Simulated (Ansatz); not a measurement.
# A computed series for TiB2: response to strain

The parent structure is TiB2 (space group P6/mmm, No. 191; a = 3.0324 Å, c = 3.2238 Å; relaxed with 0.1 eV smearing). Axes: x lies along a and z along c of the hexagonal cell.

Strains are applied to the cell and any free atomic positions relax; under biaxial strain the out-of-plane vector relaxes too.

All numbers come from plane-wave PAW DFT at the PBE level (Ansatz, a quantum-chemistry and plane-wave program, 420 eV), scalar-relativistic without spin-orbit coupling.

Candidates:
(a) biaxial strain +1.50 %, plane normal [001], relaxed out of plane
(b) biaxial strain +0.50 %, plane normal [001], relaxed out of plane
(c) biaxial strain +2.00 %, plane normal [001], relaxed out of plane
(d) biaxial strain +3.00 %, plane normal [001], relaxed out of plane

Q: Order them by out-of-plane strain, lowest first.

A: (d) biaxial strain +3.00 %, plane normal [001], relaxed out of plane (-1.30 %), (c) biaxial strain +2.00 %, plane normal [001], relaxed out of plane (-0.88 %), (a) biaxial strain +1.50 %, plane normal [001], relaxed out of plane (-0.66 %), (b) biaxial strain +0.50 %, plane normal [001], relaxed out of plane (-0.22 %)

Stability against distortions was not tested. All final runs are without spin polarisation.
